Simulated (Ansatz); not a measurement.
Start from Te (space group P3_121, No. 152; made of chains).

```
Te
1.0
    4.62412     0.00000     0.00000
   -2.31206     4.00460     0.00000
    0.00000     0.00000     5.90339
Te
3
Cartesian
  1.17154   0.00000   1.96780
 -0.58577   1.01458   3.93559
  1.72629   2.99002   0.00000
```

Cartesian axes are those of the cell as printed.

Computed with r2SCAN (Ansatz, a program for electronic structure), spin-orbit coupling left out.

Now apply this change: uniaxial strain ε_yy = +4.00 %, all other strain components held at zero, atoms relaxed at fixed cell.

Predict the stress tensor and what it implies for the stiffness.

Stress of the strained cell less that of the base (GPa, compression positive):
```
  -0.18    0.00    0.00
   0.00   -0.59    0.23
   0.00    0.23   -0.56
```

Then −Δσ_ii/ε with ε = 0.0400 gives secant stiffness values (nonlinear terms included at this strain): C22 ≈ 15 GPa and C23 ≈ 14 GPa.

Whether these cells are dynamically stable was not tested. No dispersion term is included, though the crystal is made of layers, chains or molecules, so its spacings can come out too wide.
